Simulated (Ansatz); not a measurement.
**Ni in the fcc (Cu type) structure (space group Fm-3m, No. 225; ferromagnetic)**

```xyz
1
Lattice="0.0000 1.7316 1.7316 1.7316 0.0000 1.7316 1.7316 1.7316 0.0000" Properties=species:S:1:pos:R:3 pbc="T T T"
Ni     0.0000     0.0000     0.0000
```

The values are results of PBEsol (Ansatz, a first-principles code), without spin-orbit coupling, earlier PAW set, not measurements. Γ-centred 23×23×23 mesh, Fermi–Dirac width 0.05 eV.

The volume per atom comes out as 10.38 Å³. The density is 9.39 g/cm³ and the band gap is zero. The magnetic state comes out as ferromagnetic and the total energy comes out as -5804.980 eV/atom (σ→0; compares only within this code and set-up).

The magnetic state is the one reached from the starting moments; the real material's order can differ, and small cells can't hold many antiferromagnetic ones. Stability against distortions was not tested.
